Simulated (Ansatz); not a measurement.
**C_Ga in zinc-blende GaAs**

All values below come from PBE, PAW (plane waves to 420 eV; Ansatz, an electronic-structure program). Cell: 64 sites, 2×2×2; final energies on a 2×2×2 shifted mesh. Site at the start: the Ga site. Energies of charged states are corrected for periodic images (point charge plus alignment at distant sites). Dielectric constants: PBE linear response of the host. Host gap at this level: 0.16 eV. Finite-size and sampling errors can reach tenths of an eV here. PBE closes or nearly closes this host's gap, so even the neutral cell can hold carriers in host bands. Spin–orbit coupling is left out. Each state is the lowest found from its start.

Charges from +1 to −1 were run; one beyond them could lie lower near a band edge.

| charge | moment (μB) | largest move off a lattice site (Å) | image correction with alignment (eV) |
|---|---|---|---|
| +1† | not spin-polarised | 0.35 | 0.00 |
| 0† | 0.9 | 0.33 | 0.00 |
| −1† | not spin-polarised | 0.31 | 0.15 |

† Not settled in this cell, so no level is given: charge +1: a level filled in part; charge 0: a level filled in part, level within 0.1 eV of a band edge or past it; charge −1: level within 0.1 eV of a band edge or past it.
